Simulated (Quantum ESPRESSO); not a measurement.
A working Quantum ESPRESSO input for LaYMg₆ (Amm2, 8 atoms in the cell) (DFT, PBEsol, plane waves, GBRV 1.5 ultrasoft (PBESOL) pseudopotentials):

```fortran
&control
    calculation = 'scf',
    prefix = 'LaYMg6',
    outdir = './work',
    pseudo_dir = './',
    tprnfor = .true.,
    tstress = .true.,
/
&system
    ibrav = 0,
    nat = 8,
    ntyp = 3,
    ecutwfc = 40,
    ecutrho = 320,
    occupations = 'smearing',
    smearing = 'gauss',
    degauss = 0.019992,
/
&electrons
    conv_thr = 1e-10,
    mixing_beta = 0.4,
/
ATOMIC_SPECIES
La   138.9055  la_pbesol_v1.uspp.F.UPF
Y     88.9058  y_pbesol_v1.4.uspp.F.UPF
Mg    24.3050  mg_pbesol_v1.4.uspp.F.UPF
ATOMIC_POSITIONS bohr
La    4.947019535    0.000000000   12.916743836
Y     0.000000000    0.000000000   19.435450203
Mg    0.000000000    3.648981926   14.219106036
Mg    0.000000000   -3.648981926   14.219106036
Mg    0.000000000    0.000000000    8.917862678
Mg    4.947019535    3.032942452    7.363819629
Mg    4.947019535   -3.032942452    7.363819629
Mg    4.947019535    0.000000000    1.756594417
K_POINTS automatic
4 3 3  0 0 0
CELL_PARAMETERS angstrom
   5.235700000     0.000000000     0.000000000
   0.000000000     3.512110000     5.701360000
   0.000000000    -3.512110000     5.701360000
```

The run converged in 15 iterations: free energy E − TS -12865.5099 eV; Fermi level (on the code's own zero) 6.77 eV; pressure -0.95 GPa; largest force (vector length) 0.073 eV/Å. Each of these slips is then made, one at a time:

(1)
```diff
-    degauss = 0.019992,
```

(2)
files of La and Y swapped in ATOMIC_SPECIES, so the sites hold each other's element; pseudopotentials: {La: la_pbesol_v1.uspp.F.UPF, Y: y_pbesol_v1.4.uspp.F.UPF, Mg: mg_pbesol_v1.4.uspp.F.UPF} → {La: y_pbesol_v1.4.uspp.F.UPF, Y: la_pbesol_v1.uspp.F.UPF, Mg: mg_pbesol_v1.4.uspp.F.UPF}

(3)
```diff
-La   138.9055  la_pbesol_v1.uspp.F.UPF
+La   138.9055  la_pbe_v1.uspp.F.UPF
```

### Question
What happens in each case?

### Answer

(1) Smearing without a width. The program stopped before any SCF iteration.
```
Error in routine  set_occupations (1):
smearing requires a value for gaussian broadening (degauss)
```

(2) Potential files assigned to the wrong elements. The run converged in 15 iterations without an error; against the sound input the pressure moves little (-0.95 to -0.93 GPa) and the largest force goes from 0.073 to 0.204 eV/Å.

(3) Potentials made for another functional. The program stopped before any SCF iteration.
```
Error in routine set_dft_from_name (4):
conflicting values for igcx
```

The starting cell comes from a database of computed structures (which also holds hypothetical and non-ambient phases and stackings), without a prior relaxation at this level.

Left out of this page: 4 runs of the series outside the window shown, repeating another row's setting, or not comparable.
